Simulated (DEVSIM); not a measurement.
abrupt CdTe n-p junction

Device: abrupt CdTe n-p junction, at 250 K.

```
layer (left to right)  material  thickness (μm)  Nd (cm⁻³)  Na (cm⁻³)  τn (s)  τp (s)
---------------------  --------  --------------  ---------  ---------  ------  ------
1                          CdTe            5.80     1.6e17          -  7.5e-9  7.5e-9
2                          CdTe           0.310          -       1e16  7.5e-9  7.5e-9
```

Left contact: ohmic. Right contact: ohmic. Voltage is applied to the left contact. Recombination: SRH at mid-gap, Auger. Mobility is μmin + (μ − μmin)/(1 + (N/Nref)^α).

Constants are typed, rounded textbook-type inputs, not results; the design itself was drawn at random and stands for no fabricated device. Values at 300 K; Nc and Nv go as T^1.5, mobilities as T to minus their exponent, the gap by Varshni's rule with the affinity fixed.

```csv
parameter,CdTe
gap (eV),1.5
affinity (eV),4.28
permittivity,10.2
Nc (cm⁻³),8e17
Nv (cm⁻³),1.8e19
μn (cm²/Vs),1000
μp (cm²/Vs),80
"μn,min",100
"μp,min",10
"Nref,n",1e17
"Nref,p",1e17
αn,0.6
αp,0.6
T exponent of μn,1.7
T exponent of μp,1.5
Cn (cm⁶/s),1e-30
Cp (cm⁶/s),1e-30
Varshni α (eV/K),0.00031
Varshni β (K),108
```

DEVSIM, 1D drift-diffusion, Boltzmann statistics, complete ionisation; no tunnelling, impact ionisation, image-force lowering or self-heating.

```json
{
  "potential_step_across_the_device_at_zero_bias": "1.330 V",
  "largest_field_in_the_device_at_zero_bias": "67000 V/cm",
  "Dark forward voltage at 1 A/cm²": "1.104 V",
  "Dark forward voltage at 100 A/cm²": "1.215 V"
}
```

Dark reverse current:

```json
[
 {"V (V)": "0.20", "J (A/cm²)": "7.2e-14"},
 {"V (V)": "0.50", "J (A/cm²)": "1.4e-13"},
 {"V (V)": "1.00", "J (A/cm²)": "2.3e-13"},
 {"V (V)": "1.50", "J (A/cm²)": "2.9e-13"},
 {"V (V)": "2.00", "J (A/cm²)": "3.3e-13"},
 {"V (V)": "3.00", "J (A/cm²)": "3.9e-13"},
 {"V (V)": "4.00", "J (A/cm²)": "4.3e-13"},
 {"V (V)": "5.00", "J (A/cm²)": "4.6e-13"},
 {"V (V)": "6.50", "J (A/cm²)": "5.0e-13"},
 {"V (V)": "8.00", "J (A/cm²)": "5.3e-13"},
 {"V (V)": "10.00", "J (A/cm²)": "5.7e-13"}
]
```

Small-signal capacitance in reverse bias (quasi-static):

| V (V) | C (nF/cm²) |
|---|---|
| 0.2 | 27.0 |
| 0.5 | 26.7 |
| 1 | 26.3 |
| 1.5 | 25.9 |
| 2 | 25.5 |
| 3 | 24.8 |
| 4 | 24.2 |
| 5 | 23.6 |
| 6.5 | 22.8 |
| 8 | 22.0 |
| 10 | 21.2 |
